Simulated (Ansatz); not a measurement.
## LiNbO₃ (R-3c, No. 167, 10 atoms in the cell; start COD 2101178; high-temperature phase)

The numbers are results of r²SCAN (PAW; Ansatz, an electronic-structure program), not measurements.

Numerical settings: plane-wave cutoff 560 eV, 8×8×8 k mesh, Fermi–Dirac smearing 0.01 eV, no spin polarisation, scalar-relativistic PAW data made under PBE.

Cell (relaxed at this level):

Space group R-3c, hexagonal axes (No. 167); a = 5.184 Å, b = 5.184 Å, c = 13.689 Å, α = 90.00°, β = 90.00°, γ = 120.00°

| atom | site | symmetry | x | y | z |
|---|---|---|---|---|---|
| Li | 6a | 32 | 0.0000 | 0.0000 | 0.2500 |
| Nb | 6b | -3. | 0.0000 | 0.0000 | 0.0000 |
| O | 18e | .2 | 0.6216 | 0.6216 | 0.2500 |
(The calculation used a cell of 10 atoms; values per cell refer to that cell.)

```yaml
band_gap: 2.98 eV
smallest_direct_gap_on_the_k_points_sampled: 3.09 eV
```

Note: held by symmetry at 0 K, a high-temperature phase can be a saddle point.

Spin–orbit coupling is not included.

Static lattice: no zero-point or thermal effects.

Computing time: around 60 core-seconds (rough).
